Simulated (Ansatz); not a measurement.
**A computed series for ZnS: carrier doping**

Consider ZnS in the zinc blende structure (space group F-43m, No. 216; a = 5.443 Å).

Carriers are added at fixed cell with a uniform background; the Fermi–Dirac width is that of 300 K.

Level of theory: DFT with PBE, PAW potentials and a 420 eV plane-wave cutoff in Ansatz (an electronic-structure program), no spin-orbit coupling.

Notes on the quantities. Fermi level from band edge: Fermi level relative to the doped band's edge (positive inside the band; to 0.05 eV).

| electron density (10^21 cm⁻³) | Fermi level from band edge (eV) |
|---|---|
| 0.7 | 1.00 |
| 1.5 | 1.30 |
| 5 | ? |
| 7 | 1.75 |

Q: Fit E_F = C n^s, fitted as a line in log–log form (a parabolic band gives s = 2/3) to the rows shown and predict the withheld row.

A: Least squares on the printed values gives C = 1.12 eV, s = 0.24 (largest residual 0.06 eV); this predicts 1.64 eV, and the run gives 1.60 eV, in agreement.

Charged cell with a jellium background: band edges are those of the host's band count, energies are not comparable with the neutral cell, and many-body gap narrowing is missing. Whether these cells are dynamically stable was not tested.
